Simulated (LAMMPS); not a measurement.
LAMMPS 22 Jul 2025, classical MD, AIREBO (CH.airebo): C, 1728 atoms.

- task: MD, nve
- potential: AIREBO, CH.airebo
- copies of the repeat unit: 6×6×6
- shape (slab and sphere leave vacuum in the box): bulk
- neighbor skin: 2 Å
- neigh_modify: every 1 delay 0 check yes
- newton: on (default)
- atom_modify sort (bins of 2 Å where set): 1000 (default)
- comm_style: brick (default)
- box: 21.4 × 21.4 × 21.4 Å
- start: generated diamond lattice, warmed in an untimed run

All runs start from one configuration, warmed at this fixed volume for 300 steps under a thermostat at 900 K. The run at the shortest step has a mean temperature of 897 K and a mean pressure of 4.6 GPa.

Each run covers about 0.40 ps at constant energy (mean temperature 897 K at the shortest step); σ is the standard deviation over the printed steps. Single runs; times are not shown.

Steps tried: 0.5 fs, 1 fs, 2 fs, 2.5 fs, 4 fs, 5 fs, 8 fs, 10 fs, 16 fs, 20 fs, 32 fs.

Q: Up to which step does the ratio σ(E total)/σ(E kinetic) stay under 5 %, and what happens beyond?

A: 1 fs. The run fails or blows up at 4 fs, 5 fs, 8 fs, 10 fs, 16 fs, 20 fs, 32 fs.

| time step | σ(E total)/σ(E kinetic) | last minus first total energy (meV/atom) | mean temperature (K) |
|---|---|---|---|
| 0.5 fs | 0.0043 | +0.022 | 897 |
| 1 fs | 0.014 | +0.037 | 893 |
| 2 fs | 0.11 | +0.57 | 877 |
| 2.5 fs | 0.26 | +1.8 | 868 |
| 4 fs | stops: Lost atoms | — | — |
| 5 fs | stops: Lost atoms | — | — |
| 8 fs | stops: Lost atoms | — | — |
| 10 fs | stops: Lost atoms | — | — |
| 16 fs | stops: Lost atoms | — | — |
| 20 fs | stops: Lost atoms | — | — |
| 32 fs | stops: Lost atoms | — | — |

The bar is a choice.
